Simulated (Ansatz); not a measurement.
**A computed series for Nb4GaSe8: response to strain**

The parent structure is Nb4GaSe8 (space group F-43m, No. 216; a = 10.365 Å). Axes: x, y, z lie along the cube axes.

Strains are applied to the cell and any free atomic positions relax; under biaxial strain the out-of-plane vector relaxes too.

Method: PBEsol, PAW, 420 eV (Ansatz, a quantum-chemistry and plane-wave program; spin-orbit coupling left out).

```tsv
variant	space group	volume per atom
base	F-43m (No. 216)	21.41 Å³
biaxial strain +1.33 %, plane normal [110], relaxed out of plane	Imm2 (No. 44)	21.70 Å³
biaxial strain −1.33 %, plane normal [111], relaxed out of plane	R3m (No. 160)	21.17 Å³
isotropic strain +0.84 %	F-43m (No. 216)	21.96 Å³
tensor shear ε_xy = −0.77 %	Imm2 (No. 44)	21.41 Å³
```

A biaxial case was relaxed in a doubled cell and then solved in the primitive one. Without a gap, meshes like the base's 6×6×6 leave anisotropic stresses uncertain by several tenths of a GPa, and small strain energies with them. No phonon test of stability was made. All final runs are without spin polarisation. An odd electron count without spin: Nb4GaSe8.
